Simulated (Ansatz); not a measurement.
Consider AlN in the wurtzite structure (space group P6_3mc, No. 186; a = 3.114 Å, c = 4.983 Å).

Method: Ansatz (a first-principles code), PBEsol, PAW, cutoff 420 eV, without spin-orbit coupling, earlier PAW set.

Its conduction minimum is a single valley at Γ with mass 0.29 mₑ.

Now apply this change: electron doping at 1.5×10^21 cm⁻³ (0.0628 per cell), with a uniform compensating background at fixed cell and a 300 K Fermi–Dirac width.

Task: Where would a parabolic band put the Fermi level, and where does the calculation put it?

Result: k_F = (3π²n)^(1/3) = 0.354 Å⁻¹, so ħ²k_F²/2m = 1.6 eV above the band edge at zero temperature. The calculation gives 0.85 eV (to 0.05 eV): the band is strongly non-parabolic or higher valleys fill at this density.

Charged cell with a jellium background: band edges are those of the host's band count, energies are not comparable with the neutral cell, and many-body gap narrowing is missing. The levels and masses belong to the bands next to the band gap. Effective masses come from finite differences of ±0.01 Å⁻¹. Whether these cells are dynamically stable was not tested.
